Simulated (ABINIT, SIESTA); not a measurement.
A SIESTA input for a relaxation of cell and atoms of YAl₃ (Pm-3m, 4 atoms in the cell) (DFT, LDA PW92, numerical atomic orbitals TZP, PseudoDojo LDA standard norm-conserving potentials (rewritten from UPF to PSML)):

```
# files in the folder: Y.psml Al.psml (PseudoDojo LDA standard)
SystemName  YAl3
SystemLabel siesta

NumberOfAtoms                4
NumberOfSpecies              2
%block ChemicalSpeciesLabel
  1 39 Y
  2 13 Al
%endblock ChemicalSpeciesLabel
LatticeConstant              1.0 Ang
%block LatticeVectors
     4.204414000    0.000000000    0.000000000
     0.000000000    4.204414000    0.000000000
     0.000000000    0.000000000    4.204414000
%endblock LatticeVectors
AtomicCoordinatesFormat      Ang
%block AtomicCoordinatesAndAtomicSpecies
     0.000000000    0.000000000    0.000000000  1
     0.000000000    2.102207000    2.102207000  2
     2.102207000    0.000000000    2.102207000  2
     2.102207000    2.102207000    0.000000000  2
%endblock AtomicCoordinatesAndAtomicSpecies

XC.functional                LDA
XC.authors                   PW92
PAO.BasisSize                TZP
PAO.EnergyShift              0.01 Ry
MeshCutoff                   400 Ry
%block kgrid.MonkhorstPack
    6   0   0  0.0
    0   6   0  0.0
    0   0   6  0.0
%endblock kgrid.MonkhorstPack
OccupationFunction           FD
ElectronicTemperature        100.0 meV

MaxSCFIterations             150
SCF.Mixer.Method             Pulay
SCF.Mixer.Weight             0.2
SCF.Mixer.History            8
SCF.DM.Tolerance             1.0E-04
Diag.ParallelOverK           true
MD.TypeOfRun                 CG
MD.Steps                     40
MD.MaxForceTol               0.02 eV/Ang
MD.VariableCell              true
MD.MaxStressTol              0.05 GPa
WriteForces                  true
```

Give the ABINIT input for the same structure, mesh, smearing and functional.

One input that does it (others would too):

```
# YAl3, PseudoDojo nc-sr-04 LDA standard
pp_dirpath "./"
pseudos "Y.upf, Al.upf"
acell 3*1.0 Angstrom
rprim
         4.2044140000    0.0000000000    0.0000000000
         0.0000000000    4.2044140000    0.0000000000
         0.0000000000    0.0000000000    4.2044140000
natom 4
ntypat 2
znucl 39 13
typat 1 2 2 2
xcart
         0.0000000000    0.0000000000    0.0000000000
         0.0000000000    2.1022070000    2.1022070000
         2.1022070000    0.0000000000    2.1022070000
         2.1022070000    2.1022070000    0.0000000000
      Angstrom
ecut 36 Ha
occopt 3
tsmear 0.00367493
nband 15
kptopt 1
ngkpt 6 6 6
nshiftk 1
shiftk 0 0 0
nstep 50
tolvrs 1.0e-11
ionmov 3
ntime 40
tolmxf 2.0e-04
optcell 2
dilatmx 1.08
ecutsm 0.5
prtwf 0
prtden 0
prtvol 1
```

Basis, cutoffs, solver keys and any potentials are the target program's own. This input uses DFT, LDA (PW92), plane waves, norm-conserving pseudopotentials (PseudoDojo nc-sr-04 LDA standard). LDA parametrisations can differ slightly between programs.

The starting cell comes from a database of computed structures (which also holds hypothetical and non-ambient phases and stackings), without a prior relaxation at this level. Its lattice was rescaled by a random factor within 2.5 % of one.
